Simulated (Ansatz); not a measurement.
System: TiO2 (C2/m, No. 12, 12 atoms in the cell; start mp-554278; a measured phase of this formula has another space group). Method: r²SCAN+rVV10 in Ansatz (PAW).

Numerical settings: plane-wave cutoff 500 eV, 12×12×6 k mesh (along the axes of the cell as run), Fermi–Dirac smearing 0.05 eV, no spin polarisation, scalar-relativistic PAW data made under PBE.

Cell (relaxed at this level):

```
CELL_PARAMETERS angstrom
      6.08297    -1.86308    -0.00481
      6.08297     1.86308    -0.00481
     -1.91115     0.00000     6.26226
ATOMIC_POSITIONS crystal
  Ti 0.80550 0.80550 0.71691
  Ti 0.19450 0.19450 0.28309
  Ti 0.10061 0.10061 0.70955
  Ti 0.89939 0.89939 0.29045
  O  0.05845 0.05845 0.37083
  O  0.94155 0.94155 0.62917
  O  0.63839 0.63839 0.70561
  O  0.36161 0.36161 0.29439
  O  0.13261 0.13261 0.00359
  O  0.86739 0.86739 0.99641
  O  0.73586 0.73586 0.34739
  O  0.26414 0.26414 0.65261
```

Task: What does this level give for the band gap?

Result: 
band gap: 3.22 eV (on the SCF k mesh)

Note: the relaxation could not lower the start's symmetry, so the cell can be a saddle point above a distorted one.

Computed values are for the static lattice.

The result took very roughly 18 core-minutes.

A start named mp-… is a Materials Project structure, which need not be a measured phase.

Ansatz is a first-principles code.
